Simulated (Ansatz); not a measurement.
# AgCl, pressure series

Take AgCl in the rock salt structure (space group Fm-3m, No. 225) as the base.

AgCl is modelled in the cubic space group Fm-3m (No. 225), the rock salt structure, Pearson symbol cF8. Cell: a = 5.447 Å, b = 5.447 Å, c = 5.447 Å, α = 90.00°, β = 90.00°, γ = 90.00°. Ag on 4a is coordinated by 6 Cl at 2.724 Å (octahedral). Cl on 4b is surrounded by 6 Ag at 2.724 Å (octahedral). (Neighbours: up to the widest gap in distance over summed covalent radii, below 1.35, at either atom; cation-cation and far metal-metal contacts left out.)
(The calculation used a cell of 2 atoms; values per cell refer to that cell.)

Cell and atoms are relaxed at each pressure.

Method: PBEsol in Ansatz (plane waves to 420 eV, PAW, spin-orbit coupling left out).

Two rows of this table had their results exchanged by mistake.

```json
[
 {"pressure": "pressure −2 GPa", "volume per atom (Å³)": "21.02", "shortest distance (Å)": "2.760", "band gap": "0.73 eV"},
 {"pressure": "pressure −1 GPa", "volume per atom (Å³)": "20.59", "shortest distance (Å)": "2.741", "band gap": "0.73 eV"},
 {"pressure": "pressure 0.9 GPa", "volume per atom (Å³)": "15.51", "shortest distance (Å)": "2.494", "band gap": "0.94 eV"},
 {"pressure": "pressure 2.1 GPa", "volume per atom (Å³)": "19.53", "shortest distance (Å)": "2.693", "band gap": "0.73 eV"},
 {"pressure": "pressure 4.5 GPa", "volume per atom (Å³)": "18.90", "shortest distance (Å)": "2.664", "band gap": "0.74 eV"},
 {"pressure": "pressure 9 GPa", "volume per atom (Å³)": "17.98", "shortest distance (Å)": "2.620", "band gap": "0.76 eV"},
 {"pressure": "pressure 15 GPa", "volume per atom (Å³)": "17.05", "shortest distance (Å)": "2.574", "band gap": "0.81 eV"},
 {"pressure": "pressure 22.5 GPa", "volume per atom (Å³)": "16.19", "shortest distance (Å)": "2.530", "band gap": "0.87 eV"},
 {"pressure": "pressure 30 GPa", "volume per atom (Å³)": "19.90", "shortest distance (Å)": "2.710", "band gap": "0.73 eV"}
]
```

**Question.** Which two?

**Answer.** The rows for pressure 0.9 GPa and pressure 30 GPa: the volume has to fall steadily with pressure, so 19.90 Å³ belongs to pressure 0.9 GPa and 15.51 Å³ to pressure 30 GPa.

Load acts through the strain it causes; cell and atoms are relaxed under it. Stability against distortions was not tested. No other phases were tried under pressure.

Ansatz is a quantum-chemistry and plane-wave program.
